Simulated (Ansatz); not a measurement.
Base system: BeS in the zinc blende structure (space group F-43m, No. 216; a = 4.868 Å). Axes: x, y, z lie along the cube axes.

Level of theory: Kohn–Sham DFT with the r2SCAN functional, run in Ansatz (a program for electronic structure) with PAW and 500 eV plane waves, no spin-orbit coupling, earlier PAW set.

Base values:

The band gap is 3.59 eV and the smallest direct gap comes out as 6.22 eV.

One thing is altered: uniaxial stress, 3 GPa compression along x; all other stress components relax to zero.

Problem. What does the calculation give for the band gap and smallest direct gap after the change?

Solution. The band gap falls by 0.29 eV (3.59 eV → 3.30 eV); the smallest direct gap shrinks by 0.12 eV (6.22 eV → 6.10 eV).

Load acts through the strain it causes; cell and atoms are relaxed under it. Beyond what the load breaks, stability against distortions was not tested.
